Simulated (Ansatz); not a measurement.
Given:

```xyz
2
Lattice="0.0000 3.0666 3.0666 3.0666 0.0000 3.0666 3.0666 3.0666 0.0000" Properties=species:S:1:pos:R:3 pbc="T T T"
Na     0.0000     0.0000     0.0000
I      3.0666     3.0666     3.0666
```

No spin polarisation.

Calculations: Ansatz (a quantum-chemistry and plane-wave program), PBEsol, PAW, cutoff 420 eV, no SOC. Γ-centred 9×9×9 mesh, Fermi–Dirac width 0.05 eV.

Problem. Predict the band gap, electron mass, width of the top valence band and gap character.

Solution. The band gap is 3.99 eV and the electron mass is 0.24 mₑ (at Γ). The width of the top valence band comes out as 1.27 eV and the gap character comes out as direct at Γ.

With I present, leaving out spin-orbit coupling can change the band edges. Load acts through the strain it causes; cell and atoms are relaxed under it. Effective masses come from finite differences of ±0.01 Å⁻¹. Stability against distortions was not tested. The cell was made from NaI in the rock salt structure (space group Fm-3m, No. 225) by this change: pressure 3 GPa.
